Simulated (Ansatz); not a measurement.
Base system: SrTiO3 in the cubic perovskite structure (space group Pm-3m, No. 221; a = 3.8914 Å). Axes: x, y, z lie along the cube axes.

All numbers come from Kohn–Sham DFT with the PBEsol functional, run in Ansatz (an electronic-structure program) with PAW and 420 eV plane waves, spin-orbit coupling left out, earlier PAW set.

Strains are applied to the cell and any free atomic positions relax.

One change was made to it. Results:

The band gap hardly moves (1.86 eV against 1.85 eV); the smallest direct gap drops by 0.02 eV, from 2.19 eV to 2.17 eV; the pressure (mean of the normal stresses, compression positive) goes from zero to 4.19 GPa.

### Question
Name the change that was made.
(A) uniaxial strain ε_yy = −2.06 %
(B) isotropic strain +5.82 %
(C) isotropic strain −0.99 %

### Answer
A, uniaxial strain ε_yy = −2.06 %. For comparison, the band gap in the other runs: isotropic strain −0.99 % gives 1.91 eV; isotropic strain +5.82 % gives 1.54 eV.

No phonon test of stability was made. All final runs are without spin polarisation. Many cubic perovskites are stable only at high temperature; tilts and polar distortions were not tested.
